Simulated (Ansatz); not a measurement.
A computed series for GaAs: response to strain

Take GaAs in the zinc blende structure (space group F-43m, No. 216; a = 5.603 Å) as the base. Axes: x, y, z lie along the cube axes.

Strains are applied to the cell and any free atomic positions relax; under biaxial strain the out-of-plane vector relaxes too.

Calculations: plane-wave PAW DFT at the LDA level (Ansatz, a quantum-chemistry and plane-wave program, 420 eV), spin-orbit coupling left out.

Notes on the quantities. energy relative to the base: free energy F.

| biaxial strain, plane normal [111], relaxed out of plane (%) | energy relative to the base (meV/atom) |
|---|---|
| 0 | 0.0 |
| 0.42 | ? |
| 0.83 | 1.6 |
| 2.08 | 9.6 |
| 2.5 | 13.7 |

### Question
Fit ΔE = Aε² + Bε³ (ε in %) to the rows shown and predict the withheld row.

### Answer
Least squares on the printed values gives A = 2.36 and B = -0.069 meV/atom (largest residual 0.0 meV/atom); this predicts 0.4 meV/atom, and the run gives 0.4 meV/atom, in agreement.

Stability against distortions was not tested.
